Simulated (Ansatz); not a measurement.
## InAs (model structure, started from the BN type, Pm-3n, No. 223, 12 atoms in the cell): band gap by level of theory

No measured value is used here.

| level (code) | value (eV) | cell (Å³/atom) |
|---|---|---|
| LDA (Ansatz) | 0.00 | 35.19 |
| PBEsol+SOC (Ansatz) | 0.00 | 35.19 |
| r²SCAN+SOC (Ansatz) | 0.08 (direct) | 35.19 |
| r²SCAN+rVV10 (Ansatz) | 0.15 | 35.09 |
| HSE06 (Ansatz) | [?] | 35.19 |

Q: What belongs in the gaps?

A: 
- HSE06 (Ansatz, a program for electronic structure), value (eV): 0.45

Computed values are for a static lattice. Levels without +SOC have no spin–orbit coupling; where heavier elements are present it shifts gaps, mostly down, and can invert bands. A gap of zero means that the bands touch or overlap; how far they overlap is not shown.  r²SCAN+SOC: the gap is read on the k mesh or supercell of the run alone and can be too large. Values are at the PBEsol cell; r²SCAN+rVV10 at the level's own equilibrium cell. Cutoffs and k meshes differ between the levels. Ansatz's density-functional and Hartree–Fock values are scalar-relativistic unless marked +SOC, with PAW data made under PBE.

A model structure was made by putting elements into a prototype or built by hand; it is no filed structure, need not be a known phase, and can be a saddle point held by its symmetry.
